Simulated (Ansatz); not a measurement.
Here is the system:

```xyz
2
Lattice="0.0000 3.0551 3.0551 3.0551 0.0000 3.0551 3.0551 3.0551 0.0000" Properties=species:S:1:pos:R:3 pbc="T T T"
Sb     4.5826     4.5826     4.5826
Y      0.0000     0.0000     0.0000
```

No spin polarisation.

Calculations: Kohn–Sham DFT with the PBE functional, run in Ansatz (an electronic-structure program) with PAW and 420 eV plane waves, no spin-orbit coupling. Γ-centred 12×12×12 mesh, Fermi–Dirac width 0.05 eV.

Predict the band gap, width of the top valence band, electron mass and gap character.

The band gap is 0.76 eV and the width of the top valence band comes out as 1.31 eV. The electron mass is 2.8 mₑ along k, 2.0 mₑ across (at X). The gap character is direct at X.

Spin-orbit coupling, missing from the scalar runs, can matter with Sb. Load acts through the strain it causes; cell and atoms are relaxed under it. Masses are band curvatures over ±0.01 Å⁻¹ around the edge. Along k means along the line from Γ to the band edge. No phonon test of stability was made. Competing high-pressure phases were not computed. The cell was made from YSb in the zinc blende structure (space group F-43m, No. 216; a hypothetical phase, not in the database extracts checked) by this change: pressure 30 GPa.
